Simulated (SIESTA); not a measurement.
Checking a run of SIESTA on Hf3Al3C5 (P6_3/mmc, 22 atoms in the cell). The aim is a self-consistent single point with DFT, LDA PW92, numerical atomic orbitals DZP, PseudoDojo LDA standard norm-conserving potentials (rewritten from UPF to PSML).

Cell that was meant: a = 3.3345 Å, b = 3.3345 Å, c = 27.5147 Å, α = 90.00°, β = 90.00°, γ = 120.00°.

Part of the input:

```
# files in the folder: Hf.psml Al.psml C.psml (PseudoDojo LDA standard)
SystemName  Hf6Al6C11
SystemLabel hf3al3c5

NumberOfAtoms                23
NumberOfSpecies              3
%block ChemicalSpeciesLabel
  1 72 Hf
[...]
     0.000000000    0.000000000    4.151144901  3
    -0.000001334    1.925166963    6.878678500  3
     1.667244334    0.962582037   20.636035500  3
     0.102488757    0.149383256   23.278823780  3
%endblock AtomicCoordinatesAndAtomicSpecies

XC.functional                LDA
```

Log, with long lists cut:

```
reinit: Reading from file input.fdf

reinit: System Name: Hf6Al6C11
reinit: System Label: hf3al3c5

   [... lines left out ...]
siesta: WARNING: Atoms  3308  3312 too close: rij =    0.200003 Ang
siesta: WARNING: Atoms  3331  3335 too close: rij =    0.200003 Ang
siesta: WARNING: Atoms  3354  3358 too close: rij =    0.200003 Ang
siesta: WARNING: Atoms  3377  3381 too close: rij =    0.200003 Ang
new_DM -- step:     1
Initializing Density Matrix...

Attempting to read DM from file... Failed...
DM filled with atomic data:

InitMesh: MESH = 32 x 32 x 288 = 294912
InitMesh: Mesh cutoff (required, used) =   300.000   302.801 Ry

stepf: Fermi-Dirac step function
        iscf     Eharris(eV)        E_KS(eV)     FreeEng(eV)     dDmax    Ef(eV) dHmax(eV)
   scf:    1   -10421.508355   -10615.523012   -10615.667599 27.759779 -5.355526 32.295924
   scf:    2    -9752.231798   -10381.146195   -10381.386611  4.367776 -5.536837137.718024
   scf:    3   -10641.887199   -10654.860590   -10655.016776  0.574889 -5.963714 33.681818
   scf:    4   -10540.364430   -10635.102594   -10635.236621  0.686340 -5.644209 47.214483
   scf:    5   -10632.682087   -10667.935993   -10668.079919  0.633067 -5.538717 21.771826
   [... 18 lines left out ...]
   scf:   24   -10679.053916   -10679.053916   -10679.214626  0.000064 -5.520620  0.000084
   scf:   25   -10679.053916   -10679.053916   -10679.214626  0.000024 -5.520623  0.000042
   scf:   26   -10679.053916   -10679.053916   -10679.214626  0.000013 -5.520626  0.000055
   scf:   27   -10679.053916   -10679.053916   -10679.214626  0.000007 -5.520629  0.000021
SCF Convergence by DM+H criterion
max |DM_out - DM_in|         :     0.0000072353
max |H_out - H_in|      (eV) :     0.0000205974
SCF cycle converged after 27 iterations

Using DM_out to compute the final energy and forces

siesta: E_KS(eV) =           -10679.0539

siesta: E_KS - E_eggbox =    -10679.0539

siesta: Atomic forces (eV/Ang):
     1   -0.009497   -0.009695   -0.009950
     2    0.818199    1.055987    3.975828
     3   -0.003305    0.003924   -0.317339
   [... 20 lines left out ...]
   Tot   -0.000230   -0.008325    0.040265
   Max 3923.382856
   Res  894.424448    sqrt( Sum f_i^2 / 3N )
   Max 3923.382856    constrained

Stress tensor Voigt[x,y,z,yz,xz,xy] (kbar):    -1595.27    -3483.16    -1052.10     1994.15     1375.33    -2437.53
   [... lines left out ...]
siesta: FreeEng =    -10679.214626
   [... lines left out ...]
siesta:    -1.521388   -2.174020    1.244653
siesta:     0.858411    1.244653   -0.656670

siesta: Cell volume =        264.943466 Ang**3

siesta: Pressure (static):
siesta:                Solid            Molecule  Units
siesta:           0.01389152         -0.00100611  Ry/Bohr**3
siesta:           1.27546030         -0.09237676  eV/Ang**3
siesta:        2043.51269637       -148.00388635  kBar
```

Question: Is this run sound? If not, what is wrong?

Answer: The run is not sound. The fault is one atom entered twice. Two nuclei at or near one point give a huge ion-ion repulsion and overlapping cores, and the electron count is too high as well. To fix it, remove the duplicate atom. The run converged in 27 iterations without an error; against the sound input the pressure goes from -9.36 to 204.4 GPa and the largest force goes from 0.247 to 5255 eV/Å. The full log also holds: “siesta: WARNING: Atoms    19    23 too close: rij =    0.200003 Ang” and “siesta: WARNING: Atoms    42    46 too close: rij =    0.200003 Ang”.

The sound input it was made from differs as follows (other fixes are possible):
```diff
-SystemName  Hf6Al6C11
+SystemName  Hf3Al3C5
-NumberOfAtoms                23
+NumberOfAtoms                22
-     0.102488757    0.149383256   23.278823780  3
```

With that input, the run converged in 18 iterations: free energy E − TS -11252.3385 eV; Fermi level (on the code's own zero) -5.61 eV; pressure -9.36 GPa; largest force (vector length) 0.247 eV/Å (DFT, LDA PW92, numerical atomic orbitals DZP, PseudoDojo LDA standard norm-conserving potentials (rewritten from UPF to PSML)).

On the sound input: the starting cell comes from a database of computed structures (which also holds hypothetical and non-ambient phases and stackings), without a prior relaxation at this level. Its lattice was rescaled by a random factor within 2.5 % of one. Values carry the incompleteness of an atom-centred basis. With a pressure of about -9 GPa the cell is away from its equilibrium volume at this level.
